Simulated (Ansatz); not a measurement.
Amorphous cells of Al, O, Si (some with H): the gap between the highest filled and lowest empty level at the zone centre, by PBE and by a single point of HSE06 on the same geometry (PBE, scalar-relativistic without spin-orbit coupling (plane waves to 420 eV, PAW; Ansatz, a quantum-chemistry and plane-wave program); exact exchange cut at the cells' faces). The networks come from melt-quench runs on the CHGNet potential at compositions and starting densities chosen by hand, with anions pushed apart in the CHGNet dynamics, and DFT then relaxed them. The cells are small and were quenched far faster than real films, so single cells scatter. Defect or tail levels can set these gaps. The rows are the first to finish with both values and no moments.

```tsv
cell	PBE gap x (eV)	HSE06 gap y (eV)
A (Al28O44Si, 3.06 g/cm3)	3.53	5.25
B (Si10Al16O44, 2.38 g/cm3)	3.91	5.61
C (Si24O51Al2, 2.24 g/cm3)	4.02	withheld
D (Si16Al8O44, 2.73 g/cm3)	4.32	6.10
E (Si24O51Al2, 2.16 g/cm3)	4.66	6.44
F (Si23O48AlH, 2.21 g/cm3)	4.83	6.63
```

Question: Fit a straight line through the 5 full rows and predict the withheld value for C (Si24O51Al2, 2.24 g/cm3).

Answer: Means: x = 4.250, y = 6.006. Slope = Σ(Δx Δy) / Σ(Δx²) = 1.225 / 1.143 = 1.07; the r.m.s. residual is 0.018. Prediction: 6.006 + 1.07 × (4.02 − 4.250) = 5.76. The run gave 5.84, 0.08 above the line.
